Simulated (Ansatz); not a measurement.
# Short convergence ladders for LaPt3 (Pm-3m, 4 atoms in the cell)

```
CELL_PARAMETERS angstrom
      4.19336     0.00000     0.00000
      0.00000     4.19336     0.00000
      0.00000     0.00000     4.19336
ATOMIC_POSITIONS crystal
  La 0.00000 0.00000 0.00000
  Pt 0.00000 0.50000 0.50000
  Pt 0.50000 0.00000 0.50000
  Pt 0.50000 0.50000 0.00000
```

Base method: LDA (PW92), default PAW files made with PBE (plane waves; Ansatz, a first-principles code).

Base settings: basis.ecutwfc = 420 eV; kpoints.mp_grid.grid = 8 8 8; hamiltonian.xc = lda; hamiltonian.pseudopotentials = {kind: paw} (the program's default PAW files); scf.occupations.method = gaussian; scf.occupations.width = 0.1 eV.

Core times come from one kind of shared machine, to one figure; runs under 30 s give none.

**Zone-centre phonons against the cutoff**

In this ladder: phonons.method = dfpt.

The mesh stays at the base's, so the ladder's end is converged at best in this setting alone.

Frequencies are those of the unrelaxed cell, without the LO-TO term of polar crystals.

Only quantities that move along the ladder and can be compared are tabulated.

```csv
basis.ecutwfc,highest zone-centre frequency (cm⁻¹),lowest optical frequency (cm⁻¹),core time / last (rough)
210 eV,195.9,101.8,0.2
250 eV,171.8,109.6,0.2
295 eV,153.1,80.4,0.3
355 eV,156.6,84.0,0.3
420 eV,156.6,84.2,0.5
505 eV,156.6,84.2,0.4
630 eV,156.6,84.2,1
```

Coarsest basis.ecutwfc that holds the highest zone-centre frequency within 5 cm⁻¹ of the last step, with all finer ones: 295 eV, at about 0.3 of the last step's time; the step before is off by 15 cm⁻¹.

Coarsest basis.ecutwfc that holds the lowest optical frequency within 10 cm⁻¹ of the last step, with all finer ones: 295 eV, at about 0.3 of the last step's time; the step before is off by 25 cm⁻¹.

**Zone-centre phonons against the mesh**

In this ladder: phonons.method = dfpt.

Frequencies are those of the unrelaxed cell, without the LO-TO term of polar crystals.

Only quantities that move along the ladder and can be compared are tabulated.

| kpoints.mp_grid.grid | highest zone-centre frequency (cm⁻¹) | lowest optical frequency (cm⁻¹) | core time / last (rough) |
|---|---|---|---|
| 2 2 2 | 149.1 | 58.4 | – |
| 3 3 3 | 155.9 | 90.2 | – |
| 4 4 4 | 157.5 | 90.1 | 0.04 |
| 5 5 5 | 157.1 | 88.4 | – |
| 6 6 6 | 159.2 | 91.1 | 0.04 |
| 9 9 9 | 157.5 | 86.7 | 0.1 |
| 12 12 12 | 157.0 | 86.0 | 0.4 |
| 14 14 14 | 157.3 | 87.0 | 1 |

Coarsest kpoints.mp_grid.grid that holds the highest zone-centre frequency within 5 cm⁻¹ of the last step, with all finer ones: 3 3 3; the step before is off by 8.2 cm⁻¹.

Coarsest kpoints.mp_grid.grid that holds the lowest optical frequency within 5 cm⁻¹ of the last step, with all finer ones: 3 3 3; the step before is off by 29 cm⁻¹.

On the base run: the starting cell comes from a database of computed structures (which also holds hypothetical and non-ambient phases and stackings), without a prior relaxation at this level. Its lattice was rescaled by up to half a per cent. Spin polarisation is off. In the base run, with a pressure of about -6 GPa the cell is away from its equilibrium volume at this level.

Left out of this page: 1 run of the series stopped by limits of time or memory.

Keys are those of Ansatz 0.2.
